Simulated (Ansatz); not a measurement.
BC7 (model structure, P-43m, No. 215, 8 atoms in the cell) was calculated with PBEsol in Ansatz (plane waves, PAW).

Settings: plane-wave cutoff 520 eV, 16×16×16 k mesh, Fermi–Dirac smearing 0.05 eV, scalar-relativistic PAW data made under PBE.

Cell (relaxed at this level):

```xyz
8
Lattice="3.6010 0.0000 0.0000 0.0000 3.6010 0.0000 0.0000 0.0000 3.6010" Properties=species:S:1:pos:R:3 pbc="T T T"
C      1.8005     0.0000     0.0000
C      2.7185     0.8824     0.8824
B      1.8005     1.8005     1.8005
C      2.7185     2.7185     2.7185
C      0.0000     0.0000     1.8005
C      0.8824     0.8824     2.7185
C      0.0000     1.8005     0.0000
C      0.8824     2.7185     0.8824
```

Give the computed bulk modulus B0.


- bulk modulus B0: 404 GPa

The run finds no gap.

Note: the bulk modulus is −V dP/dV from two relaxed cells at ±2 % in volume; the relaxation could raise the start's symmetry but not lower it, so the cell can be a saddle point.

The computed numbers hold no vibrational or temperature effects.

A model structure was made by putting elements into a prototype or built by hand; it is no filed structure, need not be a known phase, and can be a saddle point held by its symmetry.

Ansatz is an electronic-structure program.
